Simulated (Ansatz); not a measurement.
Consider Y in the hcp (Mg type) structure (space group P6_3/mmc, No. 194).

```
Y
1.0
    3.59949     0.00000     0.00000
   -1.79975     3.11725     0.00000
    0.00000     0.00000     5.58722
Y
2
Direct
  0.33333   0.66667   0.75000
  0.66667   0.33333   0.25000
```

Calculations: PBEsol (Ansatz, an electronic-structure program; PAW; 420 eV plane waves; no SOC), earlier PAW set.

One change was made to it. Results:

The volume per atom drops by 19.86 Å³ to 11.49 Å³; the c/a ratio rises by 0.236, from 1.552 to 1.788.

Question: Which of these changes matches the shifts?
(A) Y → Ba
(B) Y → Cr
(C) Y → Sr

Answer: B, Y → Cr. For comparison, the volume per atom in the other runs: Y → Sr gives 52.34 Å³; Y → Ba gives 57.92 Å³.

Whether these cells are dynamically stable was not tested. As relaxed here, Ba is a hypothetical phase, not in the database extracts checked. Seeded moments were not kept for Y → Cr. The final runs are not spin-polarised. Real Cr is antiferromagnetic at low temperature and ambient pressure, an order that this cell doesn't hold. This is not the structure that Cr has at room temperature and ambient pressure. This is not the structure that Sr has at room temperature and ambient pressure.
